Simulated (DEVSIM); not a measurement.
Structure: Schottky contact on n-type GaSb, at 300 K.

Layer 1 from the left is GaSb, thickness (μm) 4.80, Nd (cm⁻³) 3.8e16, τn (s) 3.2e-8, τp (s) 3.2e-8.

Left contact: Schottky, work function 4.54 eV, emission velocity 3.5e6 cm/s. Right contact: ohmic. Voltage is applied to the left contact. Recombination: SRH at mid-gap, radiative, Auger. Mobility is μmin + (μ − μmin)/(1 + (N/Nref)^α).

The device is made up for the run: typed textbook-type constants, with dimensions and the other settings drawn at random. Values at 300 K.

GaSb: gap (eV) 0.726, affinity (eV) 4.06, permittivity 15.7, Nc (cm⁻³) 2.1e17, Nv (cm⁻³) 1.8e19, μn (cm²/Vs) 5000, μp (cm²/Vs) 850, μn,min 1000, μp,min 190, Nref,n 2.8e17, Nref,p 9e17, αn 1.05, αp 0.65, B (cm³/s) 1e-10, Cn (cm⁶/s) 5e-30, Cp (cm⁶/s) 5e-30.

Model (solved in DEVSIM): 1D drift-diffusion, Boltzmann statistics, complete ionisation; no tunnelling, impact ionisation, image-force lowering or self-heating. Metal contacts follow the ideal Schottky-Mott rule: no Fermi-level pinning, no interface dipoles.

Dark forward current:

```csv
|V| (V),|J| (A/cm²)
0.05,0.005951
0.10,0.04700
0.15,0.3303
0.20,2.282
0.25,15.60
0.30,101.4
0.35,524.9
0.40,1676
0.45,3486
```

Q: Work out the local ideality factor n = ΔV / (kT/q · ln(J2/J1)) between the rows 0.15 and 0.20 V, 0.40 and 0.45 V.

A: kT/q = 25.85 mV. From 0.15 to 0.20 V: ln(2.282/0.3303) = 1.933, n = 1.00, near the 1 of diffusion or emission over a barrier. From 0.40 to 0.45 V: ln(3486/1676) = 0.732, n = 2.64; the layers' resistance at their doping, Σ W/(qμN) = 1.7e-5 Ω cm², would take 31 mV of this step of 50 mV.

Q: Estimate the current at 0.20 V for emission alone, J0 = q v N_band exp(−φB/kT), and read the barrier back from the simulated current.

A: φB = 0.480 eV, N_band = 2.10e17 cm⁻³, J0 = 0.00102 A/cm²; J = J0 (exp(qV/kT) − 1) = 2.33 A/cm². The simulation gives 2.28 A/cm²; the estimate lies 1.9 % above. Read backwards, the simulated current gives an apparent barrier of 0.480 eV. The estimate leaves out transport through the depletion region and minority injection.
